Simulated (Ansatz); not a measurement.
For Rh₃Si₂ (P-3m1), PBEsol, DFPT electron-phonon coupling, linearised Boltzmann equation (Ansatz, a quantum-chemistry and plane-wave program) gives a transport coupling λ_tr = 0.137 and a Drude plasma energy ħω_p = 5.63 eV along x (a = (3.96, 0.00, 0.00) Å; b = (-1.98, 3.43, 0.00) Å; c = (0.00, 0.00, 5.04) Å).

Question: Estimate the resistivity at 300 K from the high-temperature formula ρ = 2π λ_tr k_B T / (ħ ε₀ ω_p²), and say how the full Boltzmann solution compares.

Answer: The scattering rate is 1/τ = 2π λ_tr k_B T/ħ = 3.38e13 s⁻¹ and ω_p = 8.55e15 s⁻¹, so ρ ≈ 5.22 μΩ·cm. The Boltzmann solution gives 4.50 μΩ·cm, 0.86 times the estimate; it lies lower because k_BT is not large against the phonon energies and the solution lets the distribution adjust.

A metal at this level (no band gap). Only scattering by harmonic phonons is included (no impurities, grain boundaries, electron-electron scattering or thermal expansion). Spin-orbit coupling is left out. The run warned that the eigensolver left some states short of its tolerance. Halving the electron mesh (24x24x16) moves the resistivity by up to 8 % at 300 K, the coupling by up to 2 %. Smearing 0.20 eV; phonons on a 4x4x3 q mesh, which this run doesn't test.

Computed structure with no diffraction record at hand here (it may be known, metastable or hypothetical): Rh3Si2 (P-3m1).
